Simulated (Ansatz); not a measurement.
Worked example: self-consistent single point of SbRh (P1, 8 atoms in the cell) in Ansatz (a quantum-chemistry and plane-wave program).

Computed with PBEsol-D3BJ, default PAW files made with PBE (plane waves; Ansatz).

```xyz
8
Lattice="6.0044 0.0000 0.0000 0.0000 3.8834 0.0000 0.0000 0.0000 6.3980" Properties=species:S:1:pos:R:3 pbc="T T T"
Sb     4.7957     2.9253     3.7150
Sb     1.1329     1.0747     2.6336
Sb     4.2123     0.8830     0.6152
Sb     1.8659     2.9047     5.6869
Rh     6.0164     2.9576     1.3095
Rh     0.0366     0.9218     5.1458
Rh     2.9949     0.9527     4.4851
Rh     2.9627     2.9138     2.0010
```

Reference input (self-consistent single point, DFT, PBEsol, plane waves, default PAW files made with PBE): basis.ecutwfc = 420 eV; kpoints.mp_grid.grid = 4 5 3; hamiltonian.xc = pbesol; hamiltonian.pseudopotentials = {kind: paw} (the program's default PAW files); scf.occupations.method = cold; scf.occupations.width = 0.272 eV. This run's input differs from it in these lines:

```diff
@@ -21,2 +21,3 @@
   xc: pbesol
+  dispersion: d3bj
   pseudopotentials: { kind: paw }
```

Output, abridged:

```
SCF iter   1: F=—  HF=-50995.628263 eV  |F-HF|=—  |Δ(HF+E_count)|=         —  Δρ=7.34e-3  dr2=6.14e-2  ethr=1.77e-3  ⟨swp⟩=5.6  Hψ=8465  notcnv=0
all-band conjugate gradients solve this SCF's bands
preconditioner: auto → Kerker (q_TF=auto, 2.660 Å⁻¹)
SCF iter   2: F=—  HF=-50995.617418 eV  |F-HF|=—  |Δ(HF+E_count)|=   1.08e-2  S|Δr|=    0.00e0  Δρ=3.43e-3  dr2=1.43e-2  ethr=4.80e-5  ⟨swp⟩=2.7  Hψ=3555  notcnv=0
   [... lines left out ...]
SCF iter   5: F=—  HF=-50995.614562 eV  |F-HF|=—  |Δ(HF+E_count)|=   1.29e-5  S|Δr|=    0.00e0  Δρ=4.98e-5  dr2=9.13e-6  ethr=4.94e-8  ⟨swp⟩=2.2  Hψ=2998  notcnv=0
SCF iter   6: F=—  HF=-50995.614560 eV  |F-HF|=—  |Δ(HF+E_count)|=   1.57e-6  S|Δr|=    0.00e0  Δρ=1.47e-5  dr2=7.63e-7  ethr=7.13e-9  ⟨swp⟩=2.1  Hψ=2928  notcnv=0
SCF iter   7: F=-50995.614560 eV  HF=-50995.614560 eV  |F-HF|=4.28e-8  |Δ(HF+E_count)|=   7.38e-8  S|Δr|=    0.00e0  Δρ=6.57e-6  dr2=7.38e-8  ethr=7.81e-11  ⟨swp⟩=9.9  Hψ=9983  notcnv=0
SCF 1 converged in 7 iterations: F = -50995.614560 eV  dr2 = 7.38e-8
Stability not checked (fill_not_monotonic)
Free energy (F): -50995.614560 eV
Internal energy: -50995.594640 eV  (E = F + TS)
E sigma→0 (E₀):  -50995.607920 eV
Entropy (-TS):   -0.019920 eV (-2.490 meV/atom)
Fermi energy:    16.885230 eV
--- Forces (eV/Å), atoms counted from 1 ---
  atom   1  Sb     0.40053841    -0.18338767     0.95896116
  atom   2  Sb     0.63314537    -0.86663587     0.05892067
  atom   3  Sb    -0.29628192     0.79096358    -0.20611172
  atom   4  Sb    -0.90994950    -0.12080668     1.52415239
   [... lines left out ...]
  atom   8  Rh    -0.27670578    -0.13746816    -0.54791692
--- Stress (GPa, compression-positive) ---
       -7.168574      -0.172897       0.549888
       -0.172897      -6.014378      -0.939749
        0.549888      -0.939749      -7.307505
  P = ⅓ Tr σ = -6.8302 GPa (-68.302 kbar)
  The stress holds the Pulay correction. Without it, at fixed plane waves, as pw.x and ABINIT print it: P = -6.9081 GPa
```

The run converged in 7 iterations. Against the reference run the pressure goes from -1.73 to -6.83 GPa and the largest force hardly changes (1.780 to 1.779 eV/Å).

The starting cell comes from a database of computed structures (which also holds hypothetical and non-ambient phases and stackings), without a prior relaxation at this level. Its atoms were displaced at random from the sites of space group no. 62. Spin polarisation is off. With a pressure of about -7 GPa the cell is away from its equilibrium volume at this level. Forces in this geometry exceed 1 eV/Å. Ansatz's pressure includes its estimate of the finite-basis (Pulay) stress.

Keys are those of Ansatz 0.2.
